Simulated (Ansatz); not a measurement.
Start from WSi2 (space group I4/mmm, No. 139; a = 3.1853 Å, c = 7.7731 Å; relaxed with 0.1 eV smearing).

The values are results of plane-wave PAW DFT at the LDA level (Ansatz, a program for electronic structure, 420 eV), without spin-orbit coupling, not measurements.

For the base:

```
Property   Result
--------  -------
Pressure  0.0 GPa
Band gap     zero
```

Perturbation: every lattice vector is stretched by 1.00 %, atoms relaxed at fixed cell.

### Question
What happens to the energy relative to the base?

### Answer
The energy rises by 8.5 meV/atom.

### Question
Predict the new pressure.

### Answer
The pressure (mean of the normal stresses, compression positive) goes from zero to -6.7 GPa.

### Question
What happens to the band gap?

### Answer
The band gap remains zero.

The cells carry an imposed strain or load. Whether these cells are dynamically stable was not tested. All final runs are without spin polarisation.
